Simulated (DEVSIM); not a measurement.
System: W/SiO2/p-Si capacitor, at 300 K.

```tsv
layer (left to right)	material	thickness (nm)	Na (cm⁻³)
1	SiO2	36.0	-
2	Si	4400	1.7e16
```

Metal gate on the left, work function 4.6 eV. Fixed charge at the semiconductor interface 0 cm⁻² (in units of +e); no interface traps.

The device is made up for the run: typed textbook-type constants, with dimensions and the other settings drawn at random. Values at 300 K.

| parameter | SiO2 | Si |
|---|---|---|
| gap (eV) | 9 | 1.124 |
| affinity (eV) | 0.9 | 4.05 |
| permittivity | 3.9 | 11.7 |
| Nc (cm⁻³) | - | 2.86e19 |
| Nv (cm⁻³) | - | 3.1e19 |

Model (solved in DEVSIM): 1D Poisson equation in equilibrium, Boltzmann statistics, complete ionisation; no quantum confinement or tunnelling. Metal contacts follow the ideal Schottky-Mott rule: no Fermi-level pinning, no interface dipoles.

**Question.** Give the band bending (positive: bands bend down) and minority sheet density.

**Answer.** 
```csv
Vg (V),ψs (V),minority carriers (cm⁻²)
-4.4,-0.177,< 1e8
-3.8,-0.168,< 1e8
-3.2,-0.158,< 1e8
-2.6,-0.145,< 1e8
-2,-0.129,< 1e8
-1.4,-0.105,< 1e8
-0.8,-0.063,< 1e8
-0.2,0.050,< 1e8
0.4,0.341,< 1e8
1,0.721,3.8e9
1.6,0.839,2.6e11
2.2,0.868,6.0e11
2.8,0.885,9.5e11
3.4,0.898,1.3e12
4,0.908,1.7e12
4.6,0.916,2.0e12
5.2,0.923,2.4e12
```
